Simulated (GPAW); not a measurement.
Band structure of Pb (Im-3m, 1 atom in the cell).

```
Pb
1.0
   -1.97966     1.97966     1.97966
    1.97966    -1.97966     1.97966
    1.97966     1.97966    -1.97966
Pb
1
Direct
  0.00000   0.00000   0.00000
```

Level of theory: PBEsol, GPAW PAW datasets PBEsol (made by gpaw-setup) (plane waves; GPAW).

Settings: mode = pw; ecut = 550 eV; xc = PBEsol; kpts = 15 15 15; mesh shift (steps) = 0 0 0; occupations.name = fermi-dirac; occupations.width = 0.1 eV; nbands = -7; convergence.density = 1e-05 e/electron; convergence.energy = 1e-05 eV/electron; symmetry.symmorphic = false; symmetry.tolerance = 0.0005; maxiter = 100; bandpath_npoints = 40.

The starting cell comes from a database of computed structures (which also holds hypothetical and non-ambient phases and stackings), without a prior relaxation at this level. Spin-orbit coupling is off.

Levels in eV from the Fermi level, bands 4 to 11:
```
point       4       5       6      7      8      9     10     11
-----  ------  ------  ------  -----  -----  -----  -----  -----
Γ      -16.77  -16.77  -11.51   7.44   7.44   7.44  11.18  11.18
H      -16.66  -16.66   -5.11  -0.34  -0.34  -0.34   4.59   4.59
N      -16.77  -16.63   -7.76  -3.93   3.40   5.10   7.49   8.88
P      -16.77  -16.77   -7.06  -0.99  -0.99  -0.99  16.70  16.70
```

Bands cross the Fermi level along this path, so the cell is metallic at this level.
